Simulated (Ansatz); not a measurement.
Seebeck coefficient (μV/K, mean over directions) of n-type La$_{2}$Zr$_{2}$O$_{7}$ (Fd-3m) against carrier density, PBEsol, rigid bands in Ansatz (a first-principles code). Computed gap 3.89 eV; densities at which minority carriers matter at this gap, or further valleys turn the trend, are left out. Conductivity mass 1.19 mₑ (harmonic mean over directions), N_c = 2.9e19 cm⁻³ at 300 K.

```csv
electron density,300 K,500 K
1e16 cm⁻³,-893,-970
1e17 cm⁻³,-694,-772
1e18 cm⁻³,-496,-573
3e18 cm⁻³,-402,-479
1e19 cm⁻³,___,___
3e19 cm⁻³,-212,-285
1e20 cm⁻³,-127,-192
3e20 cm⁻³,___,-121
1e21 cm⁻³,-34,-71
```

**Question.** What belongs in the gaps?

**Answer.** 
- 1e19 cm⁻³, 300 K: -301
- 1e19 cm⁻³, 500 K: -376
- 3e20 cm⁻³, 300 K: -70

Rigid bands with a gap fixed in temperature, one relaxation time for all states, no polarons or phonon drag, and whether or not such doping can be reached. Spin-orbit coupling is left out.

Formula and space group known from diffraction (Crystallography Open Database), not checked to be the room-temperature form: La2Zr2O7 (Fd-3m).
